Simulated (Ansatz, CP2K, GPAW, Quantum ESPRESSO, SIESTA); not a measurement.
## CdIn (P-6m2, 2 atoms in the cell) computed with different codes at matched settings

Self-consistent single point.

```
CdIn
1.0
    3.21861     0.00000     0.00000
   -1.60931     2.78740     0.00000
    0.00000     0.00000     5.91615
Cd In
1 1
Direct
  0.00000   0.00000   0.50000
  0.66667   0.33333   0.00000
```

Shared settings, as Ansatz (a program for electronic structure) writes them: kpoints.mp_grid.grid = 8 8 4; scf.occupations.method = fermi_dirac; scf.occupations.width = 0.0073 Ry. Potentials and cutoffs stand in the table.

```tsv
code	model	pressure (GPa)	cutoff
GPAW	LDA (Perdew-Wang 92), GPAW PAW datasets LDA (gpaw-data 1.0.1)	-5.82	550 eV
Quantum ESPRESSO	LDA (PZ), GBRV 1.5 ultrasoft (LDA) pseudopotentials	-6.09	40 Ry
Ansatz	LDA (PW92), PAW files made with PBE	-5.37	30.9 Ry
CP2K	LDA (Pade form), GPW, DZVP-MOLOPT-SR-GTH basis, GTH-PADE potentials (GTH_POTENTIALS)	-4.93	grid 500 Ry
SIESTA	LDA PW92, numerical atomic orbitals DZP, PseudoDojo LDA standard norm-conserving potentials (rewritten from UPF to PSML)	-8.17	grid 350 Ry
```

The spread over the programs that give each value: pressure within 3.24 GPa.

CP2K and SIESTA use small atom-centred bases, whose incompleteness enters pressures, forces and empty levels differently from a plane-wave cutoff. Ansatz's pressure is given at a fixed set of plane waves, as the other plane-wave codes print theirs. The same LDA comes in different parametrisations, which differ slightly. In the pressure, SIESTA (by 2.35) lies more than 1 GPa from the median of the plane-wave programs.

The starting cell comes from a database of computed structures (which also holds hypothetical and non-ambient phases and stackings), without a prior relaxation at this level. Its lattice was rescaled by a random factor within 2.5 % of one.

Left out of this page: FLEUR (not drawn, or without a comparable value).

Keys are those of Ansatz 0.2.
